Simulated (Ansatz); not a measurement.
Base system: MgSe in the rock salt structure (space group Fm-3m, No. 225).

```yaml
crystal:
  lattice:
    - [0.00000, 2.72489, 2.72489]
    - [2.72489, 0.00000, 2.72489]
    - [2.72489, 2.72489, 0.00000]
  atoms:
    - { symbol: Se, position: [0.00000, 0.00000, 0.00000] }
    - { symbol: Mg, position: [0.50000, 0.50000, 0.50000] }
```

The values are results of plane-wave PAW DFT at the PBEsol level (Ansatz, a quantum-chemistry and plane-wave program, 420 eV), no spin-orbit coupling, not measurements.

Carriers are added at fixed cell with a uniform background; the Fermi–Dirac width is that of 300 K.

One change was made to it. Results:

```tsv
quantity	base	after
gap between the host's bands	1.78 eV	1.80 eV
Fermi level relative to the doped band's edge (positive inside the band; to 0.05 eV)	–	+0.05 eV
gap character	indirect, Γ → X	indirect, Γ → X
```

Task: Which change produced these results?
A) holes 7.0×10^20 cm⁻³
B) electrons 3.0×10^21 cm⁻³
C) electrons 1.0×10^22 cm⁻³

Result: A, holes 7.0×10^20 cm⁻³. For comparison, the Fermi level from band edge in the other runs: electrons 1.0×10^22 cm⁻³ gives +1.70 eV; electrons 3.0×10^21 cm⁻³ gives +0.95 eV.

Carriers are added with a uniform compensating background; total energy and stress of such cells depend on the potential's zero and are not compared; many-body gap narrowing is missing at this level. No phonon test of stability was made.
